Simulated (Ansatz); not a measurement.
We consider fluorite CoSi2, described by PBE0-D3(BJ) (plane waves, PAW; Ansatz, an electronic-structure program).

Run with plane-wave cutoff 460 eV, 10×10×10 k mesh, Fermi–Dirac smearing 0.05 eV, no spin polarisation, scalar-relativistic PAW data made under PBE.

Results at a series of volumes:

```csv
V (Å³/atom),E − E_lowest (meV/atom)
11.384,22.30
11.683,4.97
11.894,0.00
12.283,4.45
12.555,16.89
```

What bulk modulus B0 and pressure derivative B′ does a third-order Birch–Murnaghan fit give?

V0 = 11.984 Å³/atom, B0 = 222 GPa, B′ = 4.3 (fit to the energies at full precision).

Measured, for comparison: equilibrium volume per atom 12.87 Å³/atom (room temperature, not corrected to a static lattice; as tabulated in Hegde and Bowen (2014), arXiv:1405.1317). Computed (rounded) less measured: equilibrium volume per atom -6.9 %.

Note: the run has no spin polarisation, so it can have missed a magnetic state.
